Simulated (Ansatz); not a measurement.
Take AlN in the zinc blende structure (space group F-43m, No. 216; a = 4.342 Å) as the base. Axes: x, y, z lie along the cube axes.

Perturbation: tensor shear ε_xy = +1.71 % (engineering shear γ = 0.0342); the atoms relax in the strained cell.

The values are results of LDA (Ansatz, a program for electronic structure), no SOC, not measurements.

Give the band edges at the high-symmetry points of the new zone, measured from its valence-band maximum.


```
point  valence edge (eV)  conduction edge (eV)
-----  -----------------  --------------------
Γ                   0.00                  4.20
X                  -1.70                  3.06
F₂                 -1.74                  4.89
Σ₀                 -1.74                  4.89
Y₀                 -1.35                  4.95
U₀                 -1.35                  4.95
R                  -0.67                  7.13
W                  -2.91                  5.84
S                  -0.49                  7.41
T                  -1.96                  3.09
```

The gap is 3.06 eV, indirect, Γ → X.

No phonon test of stability was made. This is not the structure that AlN has at room temperature and ambient pressure. Labels are those of the standard path for the cell's own space group.
